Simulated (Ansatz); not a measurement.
**Mo: response to strain**

Take Mo in the bcc (W type) structure (space group Im-3m, No. 229; relaxed with 0.1 eV smearing) as the base.

```
CELL_PARAMETERS angstrom
     -1.55576     1.55576     1.55576
      1.55576    -1.55576     1.55576
      1.55576     1.55576    -1.55576
ATOMIC_POSITIONS crystal
  Mo 0.00000 0.00000 0.00000
```

Cartesian axes are those of the cell as printed.

Strains are applied to the cell and any free atomic positions relax; under biaxial strain the out-of-plane vector relaxes too.

Calculations: LDA (Ansatz, a program for electronic structure), no SOC.

Notes on the quantities. energy relative to the base: free energy F.

| biaxial strain, plane normal [001], relaxed out of plane (%) | energy relative to the base (meV/atom) |
|---|---|
| 0 | 0.0 |
| 0.5 | 1.3 |
| 1 | 5.2 |
| 1.5 | 11.6 |
| 2 | 20.5 |
| 2.5 | ? |
| 3 | 44.9 |

**Question.** Fit ΔE = Aε² + Bε³ (ε in %) to the rows shown and predict the withheld row.

**Answer.** Least squares on the printed values gives A = 5.36 and B = -0.12 meV/atom (largest residual 0.1 meV/atom); this predicts 31.6 meV/atom, and the run gives 31.6 meV/atom, in agreement.

Stability against distortions was not tested. The final runs are not spin-polarised.
